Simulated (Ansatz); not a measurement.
AlOOH (Pmn2₁, No. 31, 8 atoms in the cell; start mp-23807; a measured phase of this formula has another space group) was calculated with PBEsol (plane waves, PAW; Ansatz, an electronic-structure program).

Run with plane-wave cutoff 500 eV, 14×10×8 k mesh (along the axes of the cell as run), gaussian smearing 0.02 eV, scalar-relativistic PAW data made under PBE.

Cell (relaxed at this level):

```
CELL_PARAMETERS angstrom
      2.84087     0.00000     0.00000
      0.00000     4.19770     0.00000
      0.00000     0.00000     4.70925
ATOMIC_POSITIONS crystal
  Al 0.50000 0.26885 0.49239
  Al 0.00000 0.73115 0.99239
  H  0.50000 0.21059 0.97964
  H  0.00000 0.78941 0.47964
  O  0.00000 0.50568 0.64628
  O  0.50000 0.49432 0.14628
  O  0.00000 0.99549 0.34710
  O  0.50000 0.00451 0.84710
```

**Question.** Estimate the band gap that the calculation returns.

**Answer.** 
- band gap: 5.97 eV (on the SCF k mesh)

Note: the relaxation could not lower the start's symmetry, so the cell can be a saddle point above a distorted one.

Static lattice: no zero-point or thermal effects.

The result took very roughly 6 core-minutes.

A start named mp-… is a Materials Project structure, which need not be a measured phase.
